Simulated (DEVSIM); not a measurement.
Device: Pd/HfO2/p-Si capacitor, at 300 K.

```tsv
layer (left to right)	material	thickness (nm)	Na (cm⁻³)
1	HfO2	17.0	-
2	Si	1700	2.2e16
```

Metal gate on the left, work function 5.2 eV. Fixed charge at the semiconductor interface -1e11 cm⁻² (in units of +e); no interface traps.

This is a model device: material constants are rounded textbook-type values typed into the input, and sizes, dopings and lifetimes were drawn at random. Values at 300 K.

```csv
parameter,HfO2,Si
gap (eV),5.7,1.124
affinity (eV),2.5,4.05
permittivity,22,11.7
Nc (cm⁻³),-,2.86e19
Nv (cm⁻³),-,3.1e19
```

DEVSIM, 1D Poisson equation in equilibrium, Boltzmann statistics, complete ionisation; no quantum confinement or tunnelling. Metal contacts follow the ideal Schottky-Mott rule: no Fermi-level pinning, no interface dipoles.

Problem. Give the band bending (positive: bands bend down) and minority sheet density.

Solution. 
```json
[
 {"Vg (V)": "-0.4", "ψs (V)": "-0.186", "minority carriers (cm⁻²)": "< 1e8"},
 {"Vg (V)": "-0.1", "ψs (V)": "-0.142", "minority carriers (cm⁻²)": "< 1e8"},
 {"Vg (V)": "0.2", "ψs (V)": "-0.020", "minority carriers (cm⁻²)": "< 1e8"},
 {"Vg (V)": "0.5", "ψs (V)": "0.238", "minority carriers (cm⁻²)": "< 1e8"},
 {"Vg (V)": "0.8", "ψs (V)": "0.520", "minority carriers (cm⁻²)": "< 1e8"},
 {"Vg (V)": "1.1", "ψs (V)": "0.800", "minority carriers (cm⁻²)": "5.0e10"},
 {"Vg (V)": "1.4", "ψs (V)": "0.909", "minority carriers (cm⁻²)": "1.4e12"}
]
```
